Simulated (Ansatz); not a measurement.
AlV2C, pressure series

Base system: AlV$_{2}$C (space group P6_3/mmc, No. 194; a = 2.8848 Å, c = 13.1174 Å).

Cell and atoms are relaxed at each pressure.

All numbers come from r2SCAN in Ansatz (plane waves to 500 eV, PAW, no spin-orbit coupling).

Notes on the quantities. enthalpy: H = E + PV relative to the base's energy.

| case | shortest interatomic distance | enthalpy | c/a ratio | density |
|---|---|---|---|---|
| base | 2.009 Å | – | 4.547 | 4.95 g/cm³ |
| pressure −2 GPa | 2.014 Å | -0.15 eV/atom | 4.546 | 4.89 g/cm³ |
| pressure −1 GPa | 2.012 Å | -0.07 eV/atom | 4.547 | 4.92 g/cm³ |
| pressure 0.3 GPa | 2.009 Å | +0.02 eV/atom | 4.547 | 4.96 g/cm³ |
| pressure 0.7 GPa | 2.008 Å | +0.05 eV/atom | 4.547 | 4.97 g/cm³ |
| pressure 1.5 GPa | 2.006 Å | +0.11 eV/atom | 4.548 | 4.99 g/cm³ |
| pressure 3 GPa | 2.003 Å | +0.22 eV/atom | 4.548 | 5.03 g/cm³ |
| pressure 5 GPa | 1.998 Å | +0.36 eV/atom | 4.549 | 5.08 g/cm³ |
| pressure 7.5 GPa | 1.993 Å | +0.54 eV/atom | 4.550 | 5.14 g/cm³ |
| pressure 10 GPa | 1.988 Å | +0.72 eV/atom | 4.552 | 5.19 g/cm³ |

Load acts through the strain it causes; cell and atoms are relaxed under it. No phonon test of stability was made. No other phases were tried under pressure. Starting moments died away, wholly or in part, for the base; another magnetic solution may exist. All final runs are without spin polarisation.

Ansatz is an electronic-structure program.
